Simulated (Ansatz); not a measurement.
Functionals compared on the (20-21) surface of hcp Zr in its 1x1 cell, outermost plane spacing 0.23 Å in the ideal cut, in Ansatz (plane waves, PAW). The structure was relaxed with PBE; the other rows are single points on it, each with its references at the same level. Cutoff 420 eV (500 eV for r2SCAN).

Slab: 16 atoms, 9.7 Å thick at the start (thin: gaps and levels are the slab's own); k 12x4x1, smearing 0.1 eV, dipole-corrected; all atoms relaxed; held to the part of the start's symmetry that mesh and held atoms allow; no spin, no spin-orbit, no U. These notes are the PBE run's.

```
functional  surface energy (J/m²)  work function of the top face (eV)         rough cost of the single point
----------  ---------------------  ----------------------------------  -------------------------------------
PBE                          1.65                                3.76                                      –
LDA                          1.84                                3.99                 roughly 5 core-minutes
PBEsol                       1.80                                3.83  about 5 core-minutes (a rough figure)
RPBE                            ?                                   ?            very roughly 5 core-minutes
r2SCAN                       1.79                                3.76           very roughly 10 core-minutes
```

Task: Fill in the missing entries.

Result: 
- RPBE, surface energy (J/m²): 1.54
- RPBE, work function of the top face (eV): 3.62

Ansatz is an electronic-structure program.
